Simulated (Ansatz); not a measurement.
The starting structures come from a database of crystals and need not be the phases stable at ambient conditions.

Inside the gap of an insulator the Bloch states are evanescent, with a wavenumber k + iκ along the transport direction.

```yaml
crystal:
  lattice:
    - [3.85882, 0.00000, 0.00000]
    - [0.00000, 4.01862, 0.00000]
    - [1.92941, -0.09523, 6.50305]
  atoms:
    - { symbol: Nb, position: [0.14652, 0.93194, 0.70696] }
    - { symbol: Nb, position: [0.85348, 0.06806, 0.29304] }
    - { symbol: O, position: [0.14904, 0.48437, 0.70192] }
    - { symbol: O, position: [0.85096, 0.51563, 0.29808] }
    - { symbol: O, position: [0.00000, 0.00000, 0.00000] }
    - { symbol: O, position: [0.31490, 0.00543, 0.37020] }
    - { symbol: O, position: [0.68510, 0.99457, 0.62980] }
```

The cell is taken as given; by r2SCAN it stands under a pressure of -6.0 GPa.

Transport runs along the normal of the first two printed cell vectors.

No gap correction and no spin-orbit coupling; mid-gap is the computed energy nearest the middle.

State the band gap and the smallest decay constant κ at mid-gap according to r2SCAN (Ansatz, a quantum-chemistry and plane-wave program).

Gap 2.60 eV on a 8×8×8 mesh; κ = 0.331 1/Å, at (0.500, 0.000) of the in-plane reciprocal vectors. At the zone centre the slowest state has κ = 0.42 1/Å.
